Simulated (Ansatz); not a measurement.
Start from AlRu in the CsCl type structure (space group Pm-3m, No. 221; relaxed with 0.1 eV smearing).

```
AlRu
1.0
    2.97703     0.00000     0.00000
    0.00000     2.97703     0.00000
    0.00000     0.00000     2.97703
Al Ru
1 1
Cartesian
  0.00000   0.00000   0.00000
  1.48852   1.48852   1.48852
```

Cartesian axes are those of the cell as printed.

Computed with PBEsol (Ansatz, an electronic-structure program; PAW; 420 eV plane waves; no SOC).

Strains are applied to the cell and any free atomic positions relax.

One change was made to it. Results:

The pressure goes from zero to -3.9 GPa; the energy grows by 3.0 meV/atom.

Problem. Which of these changes matches the shifts?
A) uniaxial strain ε_xx = +2.71 %
B) isotropic strain +0.82 %
C) isotropic strain +0.62 %

Solution. C, isotropic strain +0.62 %. For comparison, the energy relative to the base in the other runs: isotropic strain +0.82 % gives +5.3 meV/atom; uniaxial strain ε_xx = +2.71 % gives +9.6 meV/atom.

Whether these cells are dynamically stable was not tested. All final runs are without spin polarisation.
